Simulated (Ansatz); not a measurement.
AlB2-type ZrB2, treated with PBE-D4 (plane waves, PAW; Ansatz, a first-principles code).

Numerical settings: plane-wave cutoff 520 eV, 24×24×16 k mesh (along the axes of the cell as run), Fermi–Dirac smearing 0.05 eV, scalar-relativistic PAW data made under PBE.

Energies at three volumes about the minimum:

```json
[
 {"V (Å³/atom)": "9.833", "E − E_lowest (meV/atom)": "3.21"},
 {"V (Å³/atom)": "10.034", "E − E_lowest (meV/atom)": "0.00"},
 {"V (Å³/atom)": "10.235", "E − E_lowest (meV/atom)": "3.01"}
]
```

**Question.** Fit a parabola by hand: where is the minimum, and what is the bulk modulus?

**Answer.** Slopes: (0.00 − 3.21)/(10.034 − 9.833) = -15.970 and (3.01 − 0.00)/(10.235 − 10.034) = 14.975 meV/Å³. Curvature E″ = 2 × (14.975 − (-15.970))/(10.235 − 9.833) = 153.955 meV/Å⁶. From the middle of the first interval, the slope vanishes at V0 = 9.9335 − (-15.970)/153.955 = 10.037 Å³/atom. B = V0 E″ = 10.037 × 153.955 meV/Å³ × 0.1602 GPa per meV/Å³ = 248 GPa. The full Birch–Murnaghan fit to all volumes gives V0 = 10.034 Å³/atom and B0 = 248 GPa.

Shape and atoms are relaxed at each volume.

Note: the bulk modulus comes from volumes at which shape and atoms were relaxed.
